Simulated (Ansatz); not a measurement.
Abridged Ansatz (a quantum-chemistry and plane-wave program) output:

```
Pseudopotential: Pt, paw, valence charge 18
Pseudopotential: Se, paw, valence charge 16
Crystal: 6 atoms, lattice volume = 121.062 Å³
Basis set: ecut = 420 eV, 2311 PW (Γ), exchange–correlation on 48×48×150 points (8 copies of the dense FFT grid, shifted against one another)
Bands: 57, of which v1, the nominal top of the filled ones, is band 50 counted from 1 (49 counted from 0)
Symmetry: 24 space group operations
k-points: 81 of 1125
Functional: x = pbe(κ = 0.804, μ = 0.2195149727645171), c = pbe(β = 0.06672455060314922)
SCF iter   1: F=—  HF=-46928.903564 eV  |F-HF|=—  |Δ(HF+E_count)|=         —  Δρ=3.67e-2  dr2=1.62e0  ethr=3.10e-3  ⟨swp⟩=5.8  Hψ=15096  notcnv=0  defer=1
SCF iter   2: F=—  HF=-46928.651565 eV  |F-HF|=—  |Δ(HF+E_count)|=   2.52e-1  Δρ=1.69e-2  dr2=5.62e-1  ethr=1.62e-3  ⟨swp⟩=3.0  Hψ=9455  notcnv=0  defer=19
SCF 1 converged in 9 iterations: F = -46928.462167 eV  dr2 = 3.72e-10
SCF converged after 9 iterations
Free energy (F): -46928.462167 eV
Internal energy: -46928.433498 eV  (E = F + TS)
E sigma→0 (E₀):  -46928.447833 eV
Entropy (-TS):   -0.028669 eV (-4.778 meV/atom)
Fermi energy:    12.978034 eV
  E_disp       = -2.865296  (pairwise vdW)
--- Forces (eV/Å), atoms counted from 1 ---
  atom   1  Pt     0.00000000     0.00000000     0.00000000
  atom   2  Pt     0.00000000    -0.00000000     0.00000000
  atom   3  Se     0.00000000     0.00000000     0.00000007
  atom   4  Se     0.00000000    -0.00000000     0.00000007
  atom   5  Se     0.00000000    -0.00000000    -0.00000007
  atom   6  Se     0.00000000     0.00000000    -0.00000007
--- Stress (GPa, compression-positive) ---
       -0.000081      -0.000000       0.000000
        0.000000      -0.000081       0.000000
        0.000000       0.000000       0.000417
  P = ⅓ Tr σ = 0.0001 GPa (0.001 kbar)
```

What was computed, and what are the main results?

PtSe2, 6 atoms in the cell, with PBE-D3(BJ) (Ansatz; PAW; 420 eV plane waves; scalar-relativistic without spin-orbit coupling), earlier PAW set. The last SCF converged to F = -46928.462167 eV, or -7821.4104 eV per atom, at a pressure of 0.00 GPa. The total energy compares only with runs of the same code, potentials and settings.

No phonon test of stability was made. All final runs are without spin polarisation. The cell is PtSe2 in the 2H-MoS2 type structure (space group P6_3/mmc, No. 194; a hypothetical phase, not in the database extracts checked; layered, stacked along the Cartesian z axis). PtSe2 has a high density of states at the Fermi level and may be magnetic at this level.
